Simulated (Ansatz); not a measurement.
**Worked sum: formation energy of the neutral Co_i in CoSi2 (Fm-3m)**

This concerns the formation energy of the neutral Co_i in CoSi2 (Fm-3m). Reaction: Co (hcp) + 32 CoSi2 (Fm-3m) → cell A.

A: a supercell of 96 sites of CoSi2 (Fm-3m) with Co off the lattice sites (8 Si at 2.44 Å and 6 Co at 2.60 Å); an odd number of electrons; spin state with PBE: no moments.

Co (hcp, P6₃/mmc), 2 atoms in the cell; spin state with PBE: parallel moments, net moment 3.2 μB a cell.

Setting: static, neutral cells in Ansatz (PAW) whose structures rest at the PBE level. Ansatz (a first-principles code) runs with its default PAW set. Other levels take these structures. The lattices are those relaxed with PBE, so at other levels the solids can be strained, which adds to the spread. Larger cells are relaxed from a start prepared with the learned potential CHGNet till forces fall under 0.03 eV/Å, which some starts already meet. A dispersion term (D3(BJ), or D4 for r2SCAN) was computed beside these levels and is taken off wherever the name lacks it. The PAW files were made for PBE and serve at the other functionals too. Space groups of crystals are read within 0.01 Å. No search over spin orders was made beyond those shown. Mesh and cell size may move defect energies by 0.1 eV or more. The value holds for the reservoirs listed; other chemical potentials shift it. Cell A has symmetry Pm-3m within 0.02 Å and got no random move, so less symmetric positions, which may lie lower, weren't tried. The state moves with the level: Co (hcp) has a net moment of 3.5 μB with r2SCAN and 3.2 μB with PBE. The state moves with the level: Co (hcp) has a net moment of 3.5 μB with r2SCAN+D4 and 3.2 μB with PBE.

Total energies of the cells in eV, at zero smearing width. They compare only within one column; the weights balance every element.

```csv
cell,atoms,weight,r2SCAN,r2SCAN+D4
A: CoSi2:Co_i,97,+1,-210279.77696,-210295.45645
Co (hcp),2,−1/2,-10263.04574,-10263.33728
CoSi2 (Fm-3m),96,−1,-205147.68568,-205163.09943
```

r2SCAN: (-210279.77696) − 1/2 × (-10263.04574) − (-205147.68568) = -0.568 eV.

r2SCAN+D4: (-210295.45645) − 1/2 × (-10263.33728) − (-205163.09943) = -0.688 eV.

What follows from the r2SCAN value: The value above is the Co-rich limit, with Co (hcp) as reservoir. The host forms with -0.41 eV/atom at this level, so before it gives way to its other element Δμ(Co) can go down to -0.41 × 3 = -1.23 eV (other compounds may narrow the range). The defect takes up 1 Co, so the Co-poor limit is -0.57 − 1 × (-1.23) = 0.66 eV.
